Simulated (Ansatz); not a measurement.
Start from PbSe in the rock salt structure (space group Fm-3m, No. 225; a = 6.2171 Å).

Calculations: PBE (Ansatz, a program for electronic structure, PAW, spin-orbit coupling left out).

Base values:

| Item | Value |
|---|---|
| Shortest interatomic distance | 310.9 pm |
| Band gap | 0.43 eV |

The change: a negative pressure, −1 GPa.

### Question
What does the calculation give for the shortest interatomic distance after the change?

### Answer
The shortest interatomic distance grows by 2.38 pm (310.9 pm → 313.2 pm).

### Question
Predict the new band gap.

### Answer
The band gap rises by 0.064 eV, from 0.43 eV to 0.50 eV.

Spin-orbit coupling, missing from the scalar runs, can matter with Pb. Load acts through the strain it causes; cell and atoms are relaxed under it. Stability against distortions was not tested.
